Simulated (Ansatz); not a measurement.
System: cubic perovskite KMgF₃. Method: BLYP (Ansatz, an electronic-structure program, plane waves, PAW).

Run with plane-wave cutoff 520 eV, 8×8×8 k mesh, Fermi–Dirac smearing 0.01 eV, scalar-relativistic PAW data made under PBE.

Cell (relaxed at this level):

```xyz
5
Lattice="4.0754 0.0000 0.0000 0.0000 4.0754 0.0000 0.0000 0.0000 4.0754" Properties=species:S:1:pos:R:3 pbc="T T T"
K      0.0000     0.0000     0.0000
Mg     2.0377     2.0377     2.0377
F      2.0377     0.0000     2.0377
F      0.0000     2.0377     2.0377
F      2.0377     2.0377     0.0000
```

**Question.** Give the computed bulk modulus, band gap, smallest direct gap on the k points sampled and pressure derivative B′ of the bulk modulus.

**Answer.** 
bulk modulus: 64.7 GPa
band gap: 6.95 eV (indirect)
smallest direct gap on the k points sampled: 7.27 eV
pressure derivative B′ of the bulk modulus: 4.5

Measured, for comparison: bulk modulus 75.1 GPa (room temperature, no zero-point or thermal correction, our sources range from 71.2 to 75.1; as tabulated in Vaitheeswaran et al. (2007), arXiv:cond-mat/0703621). Computed (rounded) less measured: bulk modulus -14 % (-9 % to -14 % over the range).
